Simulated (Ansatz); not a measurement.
We consider rock-salt NaH, described by r²SCANh (plane waves, PAW; Ansatz, a quantum-chemistry and plane-wave program).

Settings: plane-wave cutoff 600 eV, 8×8×8 k mesh, scalar-relativistic PAW data made under PBE.

Computed at the level's own relaxed cell.

Hill averages of the elastic tensor: K = 24.6 GPa, G = 21.8 GPa. Volume 13.733 Å³/atom, mean atomic mass 11.999 u.

**Question.** Work out the density, the sound velocities of a polycrystal and the elastic Debye temperature at this level.

**Answer.** ρ = 1.66054 × 11.999/13.733 = 1.451 g/cm³. v_l = √[(K + 4G/3)/ρ] = 6.082 km/s and v_t = √(G/ρ) = 3.876 km/s. The mean follows from 3/v_m³ = 1/v_l³ + 2/v_t³: v_m = 4.261 km/s. Θ_D = (ħ/k_B) v_m (6π²/V)^(1/3) = 76.38 K Å s/km × 4.261 × 1.6277 Å⁻¹ = 530 K, counting all atoms of the cell.
